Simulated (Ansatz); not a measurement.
# TiO2: response to strain

Take TiO₂ in the rutile structure (space group P4_2/mnm, No. 136; a = 4.643 Å, c = 2.964 Å) as the base.

Strains are applied to the cell and any free atomic positions relax.

Calculations: DFT with PBE, PAW potentials and a 420 eV plane-wave cutoff in Ansatz (a first-principles code), no SOC.

```json
[
 {"variant": "base", "electron mass": "0.58 mₑ along c, 1.2 mₑ across (at Γ)", "band gap": "1.86 eV", "width of the top valence band": "1.56 eV"},
 {"variant": "isotropic strain −3.00 %", "electron mass": "0.51 mₑ along c, 1.1 mₑ across (at Γ)", "band gap": "1.96 eV", "width of the top valence band": "1.73 eV"},
 {"variant": "isotropic strain −2.40 %", "electron mass": "0.53 mₑ along c, 1.1 mₑ across (at Γ)", "band gap": "1.93 eV", "width of the top valence band": "1.70 eV"},
 {"variant": "isotropic strain −1.80 %", "electron mass": "0.54 mₑ along c, 1.1 mₑ across (at Γ)", "band gap": "1.91 eV", "width of the top valence band": "1.67 eV"},
 {"variant": "isotropic strain −1.20 %", "electron mass": "0.55 mₑ along c, 1.1 mₑ across (at Γ)", "band gap": "1.89 eV", "width of the top valence band": "1.63 eV"},
 {"variant": "isotropic strain −0.60 %", "electron mass": "0.56 mₑ along c, 1.1 mₑ across (at Γ)", "band gap": "1.88 eV", "width of the top valence band": "1.60 eV"}
]
```

Masses are band curvatures over ±0.01 Å⁻¹ around the edge. No phonon test of stability was made. All final runs are without spin polarisation.
